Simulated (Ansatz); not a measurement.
C (model structure, P6₁22, No. 178, 6 atoms in the cell) was calculated with HSE06 (Ansatz, an electronic-structure program, PAW).

Numerical settings: plane-wave cutoff 460 eV, 9×9×6 k mesh (along the axes of the cell as run), Fermi–Dirac smearing 0.01 eV, scalar-relativistic PAW data made under PBE.

Cell (relaxed with PBEsol):

```cif
data_C6
_chemical_formula_sum 'C6'
_space_group_name_H-M_alt 'P 1'
_space_group_IT_number 1
_cell_length_a 3.55661
_cell_length_b 3.55661
_cell_length_c 3.35752
_cell_angle_alpha 90.000
_cell_angle_beta 90.000
_cell_angle_gamma 120.000
loop_
_space_group_symop_operation_xyz
  'x, y, z'
loop_
_atom_site_label
_atom_site_type_symbol
_atom_site_fract_x
_atom_site_fract_y
_atom_site_fract_z
_atom_site_occupancy
C1 C 0.23240 0.46480 0.25000 1
C2 C 0.53520 0.76760 0.58333 1
C3 C 0.23240 0.76760 0.91667 1
C4 C 0.76760 0.53520 0.75000 1
C5 C 0.46480 0.23240 0.08333 1
C6 C 0.76760 0.23240 0.41667 1
```

**Question.** Predict the band gap, smallest direct gap on the k points sampled and Γ–Γ gap.

**Answer.** 
band gap: 5.42 eV (indirect)
smallest direct gap on the k points sampled: 6.31 eV
Γ–Γ gap: 8.58 eV

Note: the relaxation could raise the start's symmetry but not lower it, so the cell can be a saddle point; cell and atoms aren't relaxed at this level (largest force component 0.09 eV/Å, pressure -3.2 GPa).

Static lattice: no zero-point or thermal effects.

The result took about 80 core-seconds (a rough figure).

A model structure was made by putting elements into a prototype or built by hand; it is no filed structure, need not be a known phase, and can be a saddle point held by its symmetry.
